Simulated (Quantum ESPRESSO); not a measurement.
Quantum ESPRESSO 7.5, DFT, PBE, plane waves, SSSP 1.1.2 efficiency PBE: diamond-structure Si with 2 B on Si sites (Si14B2), unrelaxed at the host's lattice constant, 16 atoms. Basis and mesh were picked for this test and aren't claimed converged.

cell: 7.68, 7.68, 7.68 Å; 60, 60, 60°
task: scf
k mesh: 3×3×3
ecutwfc: 45 Ry
ecutrho: 360 Ry
occupations: smearing
smearing: gaussian
degauss: 0.005 Ry
conv_thr: 1.6e-08 Ry
tprnfor: true
tstress: false
k-point pools (-nk): 2
diagonalization: david (default)
k-points computed: 6
bands: 37
electrons: 62
G-vectors of the density: 248849
FFT grid: 90×90×90
symmetry operations: 6

One run each.

All on 8 ranks. Base settings, kept where nothing else is said: mixing_mode = plain (default), mixing_beta = 0.7 (default), mixing_ndim = 8 (default). The settings tried:
- mixing_mode = TF
- mixing_beta = 1
- the base settings
- mixing_mode = local-TF, mixing_beta = 0.1
- mixing_mode = TF, mixing_beta = 0.4
- mixing_ndim = 16
- mixing_mode = local-TF, mixing_beta = 0.4
- mixing_beta = 0.2
- mixing_mode = local-TF, mixing_beta = 0.2
- mixing_ndim = 4
- mixing_mode = TF, mixing_beta = 0.2
- mixing_beta = 0.1
- mixing_beta = 0.4
- mixing_mode = TF, mixing_beta = 1
- mixing_ndim = 2
- mixing_mode = TF, mixing_beta = 0.1
- mixing_mode = local-TF

Task: Name the extremes by SCF iterations: fewest, most, and any that don't converge.

Result: Fewest SCF iterations, with those close behind: mixing_mode = TF, mixing_beta = 1 (8); mixing_mode = local-TF (10); mixing_mode = TF (11). Most among those that reach the base run's result: mixing_beta = 0.1 (20); mixing_mode = TF, mixing_beta = 0.1 (19); mixing_mode = TF, mixing_beta = 0.2 (17). All converged.

| setting | SCF iterations | end |
|---|---|---|
| mixing_mode = TF, mixing_beta = 1 | 8 | converged |
| mixing_mode = local-TF | 10 | converged |
| mixing_mode = TF | 11 | converged |
| mixing_beta = 0.4 | 12 | converged |
| the base settings | 13 | converged |
| mixing_beta = 1 | 13 | converged |
| mixing_mode = TF, mixing_beta = 0.4 | 13 | converged |
| mixing_mode = local-TF, mixing_beta = 0.4 | 13 | converged |
| mixing_ndim = 2 | 13 | converged |
| mixing_ndim = 16 | 13 | converged |
| mixing_ndim = 4 | 14 | converged |
| mixing_mode = local-TF, mixing_beta = 0.2 | 15 | converged |
| mixing_beta = 0.2 | 16 | converged |
| mixing_mode = local-TF, mixing_beta = 0.1 | 16 | converged |
| mixing_mode = TF, mixing_beta = 0.2 | 17 | converged |
| mixing_mode = TF, mixing_beta = 0.1 | 19 | converged |
| mixing_beta = 0.1 | 20 | converged |
